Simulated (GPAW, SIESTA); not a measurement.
A SIESTA input for a self-consistent single point of Co (P6_3/mmc, 2 atoms in the cell) (DFT, GGA PBE, numerical atomic orbitals TZP, PseudoDojo PBE standard norm-conserving potentials (rewritten from UPF to PSML)):

```
# files in the folder: Co.psml (PseudoDojo PBE standard)
SystemName  Co
SystemLabel co

NumberOfAtoms                2
NumberOfSpecies              1
%block ChemicalSpeciesLabel
  1 27 Co
%endblock ChemicalSpeciesLabel
LatticeConstant              1.0 Ang
%block LatticeVectors
     2.450494000    0.000000000    0.000000000
    -1.225247000    2.122190000    0.000000000
     0.000000000    0.000000000    3.986156000
%endblock LatticeVectors
AtomicCoordinatesFormat      Bohr
%block AtomicCoordinatesAndAtomicSpecies
    -0.000002315    2.673573260    1.883185783  1
     2.315383580    1.336784625    5.649557348  1
%endblock AtomicCoordinatesAndAtomicSpecies

XC.functional                GGA
XC.authors                   PBE
PAO.BasisSize                TZP
PAO.EnergyShift              0.01 Ry
MeshCutoff                   400 Ry
%block kgrid.MonkhorstPack
   12   0   0  0.0
    0  12   0  0.0
    0   0   7  0.0
%endblock kgrid.MonkhorstPack
OccupationFunction           MP
OccupationMPOrder            0
ElectronicTemperature        0.05 eV
Spin                         polarized
%block DM.InitSpin
  1 +3.00
  2 +3.00
%endblock DM.InitSpin

MaxSCFIterations             150
SCF.Mixer.Method             Pulay
SCF.Mixer.Weight             0.1
SCF.Mixer.History            8
SCF.DM.Tolerance             1.0E-05
Diag.ParallelOverK           true
WriteForces                  true
Charge.Mulliken              end
```

Write the same calculation as an input for GPAW.

This is the input that was run; spellings and numerical settings could be chosen otherwise.

```python
from ase import Atoms
from ase.units import GPa
from gpaw import GPAW, PW

atoms = Atoms(['Co', 'Co'],
              cell=[[2.450494, 0.000000, 0.000000],
                    [-1.225247, 2.122190, 0.000000],
                    [0.000000, 0.000000, 3.986156]],
              scaled_positions=[[0.333333, 0.666667, 0.250000],
                                [0.666667, 0.333333, 0.750000]],
              pbc=True)

atoms.set_initial_magnetic_moments([3.0, 3.0])

calc = GPAW(spinpol=True,
            mode=PW(800),
            xc='PBE',
            kpts={'size': (12, 12, 7), 'gamma': True},
            occupations={'name': 'methfessel-paxton', 'width': 0.05, 'order': 0},
            nbands=-8,
            convergence={'forces': 0.001},
            symmetry={'symmorphic': False, 'tolerance': 0.0005},
            maxiter=120,
            txt='-')

atoms.calc = calc

energy = atoms.get_potential_energy()
print('Energy (eV):', round(energy, 6))
forces = atoms.get_forces()
print('Forces (eV/Ang):')
print(forces.round(5))
stress = atoms.get_stress()
print('Stress (GPa, Voigt):', (stress / GPa).round(4))
```

Basis, cutoffs, solver keys and any potentials are the target program's own. This input uses DFT PBE, plane waves, GPAW PAW datasets PBE (gpaw-data 1.0.1). Both were run: pressure 3.58 GPa in SIESTA and 12.49 in GPAW; size of the net moment 1.60 μB/atom in SIESTA and 1.58 in GPAW.

On GPAW: the starting cell comes from a database of computed structures (which also holds hypothetical and non-ambient phases and stackings), without a prior relaxation at this level. Its lattice was rescaled by a random factor within 2.5 % of one. The magnetic order is the one reached from the typed start; others were not searched systematically. With a pressure of about 12 GPa the cell is away from its equilibrium volume at this level.

On SIESTA: the starting cell comes from a database of computed structures (which also holds hypothetical and non-ambient phases and stackings), without a prior relaxation at this level. Its lattice was rescaled by a random factor within 2.5 % of one. The magnetic order is the one reached from the typed start; others were not searched systematically. Values carry the incompleteness of an atom-centred basis. With a pressure of about 4 GPa the cell is away from its equilibrium volume at this level.
